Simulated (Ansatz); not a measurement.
The structure below was relaxed with Kohn–Sham DFT with the PBE functional, run in Ansatz (a quantum-chemistry and plane-wave program) with PAW and 420 eV plane waves, without spin-orbit coupling, earlier PAW set, at pressure 50 GPa.

Space group P6₃/mmc (No. 194); a = 2.6662 Å, b = 2.6662 Å, c = 4.2755 Å, α = 90.00°, β = 90.00°, γ = 120.00°

```
atom  site  symmetry       x       y       z
----  ----  --------  ------  ------  ------
Ti      2d      -6m2  0.6667  0.3333  0.2500
```

Question: Write out a cell with all atoms.

Answer: 
```
Ti
1.0
    2.66621     0.00000     0.00000
   -1.33310     2.30900     0.00000
    0.00000     0.00000     4.27549
Ti
2
Direct
  0.33333   0.66667   0.75000
  0.66667   0.33333   0.25000
```
This is the conventional cell.

Load acts through the strain it causes; cell and atoms are relaxed under it. Whether these cells are dynamically stable was not tested. Competing high-pressure phases were not computed. The final runs are not spin-polarised. The cell was made from Ti in the hcp (Mg type) structure (space group P6_3/mmc, No. 194) by this change: pressure 50 GPa.
